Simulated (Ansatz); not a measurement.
C11b MoSi2, treated with r²SCAN (plane waves, PAW; Ansatz, a quantum-chemistry and plane-wave program).

Output (set-up and result lines):

```
Crystal: 3 atoms, lattice volume = 40.342 Å³
Basis set: ecut = 560 eV, 1211 PW (Γ), exchange–correlation on 108×108×108 points (27 copies of the dense FFT grid, shifted against one another)
Bands: 15, of which v1, the nominal top of the filled ones, is band 11 counted from 1 (10 counted from 0)
Symmetry: 16 space group operations
Space group: I4/mmm (ITA 139), of the structure as read, at distance tolerance 3.4e-5 Å
k-points: 1063 of 13824
Functional: x = r2scan, c = r2scan; τ floored in thin density (d = 2e-4 eV/Å³)
SCF iter   1: F=—  HF=-6247.109558 eV  |F-HF|=—  |Δ(HF+E_count)|=         —  Δρ=7.85e-3  dr2=1.80e-2  dr2_τ=3.35e-2
SCF iter   2: F=—  HF=-6247.145715 eV  |F-HF|=—  |Δ(HF+E_count)|=   3.62e-2  Δρ=4.92e-3  dr2=7.25e-3  dr2_τ=1.47e-4
  ...
SCF iter   7: F=—  HF=-6247.145160 eV  |F-HF|=—  |Δ(HF+E_count)|=   1.02e-7  Δρ=8.19e-6  dr2=1.92e-8  dr2_τ=1.21e-9
SCF iter   8: F=-6247.145160 eV  HF=-6247.145160 eV  |F-HF|=6.37e-10  |Δ(HF+E_count)|=   5.28e-8  Δρ=1.03e-6  dr2=2.21e-10  dr2_τ=8.93e-12
SCF 1 converged in 8 iterations: F = -6247.145160 eV  dr2 = 2.21e-10
SCF converged after 8 iterations
Free energy (F): -6247.145160 eV
Internal energy: -6247.143473 eV  (E = F + TS)
E sigma→0 (E₀):  -6247.144317 eV
Fermi energy:    15.915212 eV
--- Forces (eV/Å), atoms counted from 1 ---
  atom   1  Si     0.00000000     0.00000000    -0.02355633
  atom   2  Si     0.00000000     0.00000000     0.02355633
  atom   3  Mo     0.00000000     0.00000000     0.00000000
--- Stress (GPa, compression-positive) ---
       -1.116436       0.000000       0.000000
        0.000000      -1.116436       0.000000
        0.000000       0.000000      -2.282159
  P = ⅓ Tr σ = -1.5050 GPa (-15.050 kbar)
```

Q: Write an input file that produces this run.

A: Several could match; the one computed here: 
Ansatz 0.2 input:
```yaml
crystal:
  lattice:
    - [-1.6032, 1.6032, 3.9239]
    - [1.6032, -1.6032, 3.9239]
    - [1.6032, 1.6032, -3.9239]
  atoms:
    - { symbol: Si, position: [0.6647, 0.6647, 0.0] }
    - { symbol: Si, position: [0.3353, 0.3353, 0.0] }
    - { symbol: Mo, position: [0.0, 0.0, 0.0] }
basis:
  ecutwfc: 560
  ecutrho_ratio: 4
  xc_grid: 3
kpoints:
  mp_grid: { grid: [24, 24, 24] }
hamiltonian:
  xc: r2scan
  dispersion: none
  pseudopotentials: { kind: paw }
scf:
  occupations: { method: fermi_dirac, width: 0.05 }
  convergence: { dr2_threshold: 0.0000000003 }
output:
  forces: true
  stress: true
  eigenvalues: true
```

The PAW data were made under PBE.

Note: cell and atoms aren't relaxed at this level (largest force 0.02 eV/Å, pressure -1.5 GPa).
